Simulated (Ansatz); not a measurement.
We consider SiC₃ (model structure, P-4m2, No. 115, 4 atoms in the cell), described by PBE (Ansatz, a program for electronic structure, plane waves, PAW).

Numerical settings: plane-wave cutoff 520 eV, 12×12×8 k mesh (along the axes of the cell as run), Fermi–Dirac smearing 0.01 eV, scalar-relativistic PAW data made under PBE.

Cell (relaxed with PBEsol):

C₃Si is modelled in the tetragonal space group P-4m2 (No. 115), Pearson symbol tP4. Lattice parameters: a = b = 2.7830 Å, c = 4.0969 Å, α = β = γ = 90.00°. C1 on 1a is coordinated by 4 C at 1.637 Å (tetrahedral). C2 on 2g is coordinated by 2 C at 1.637 Å and 2 Si at 1.828 Å (tetrahedral). Si on 1c is coordinated by 4 C at 1.828 Å (tetrahedral). (Neighbours: up to the widest gap in distance over summed covalent radii, below 1.35, at either atom.)

Question: Predict the band gap and smallest direct gap on the k points sampled.

Answer: 
- band gap: 1.28 eV (indirect)
- smallest direct gap on the k points sampled: 1.77 eV

Note: the relaxation could raise the start's symmetry but not lower it, so the cell can be a saddle point; cell and atoms aren't relaxed at this level (largest force component 0.12 eV/Å, pressure 4.8 GPa).

Computed values are for the static lattice.

It cost very roughly 12 core-seconds of CPU time.

A model structure was made by putting elements into a prototype or built by hand; it is no filed structure, need not be a known phase, and can be a saddle point held by its symmetry.
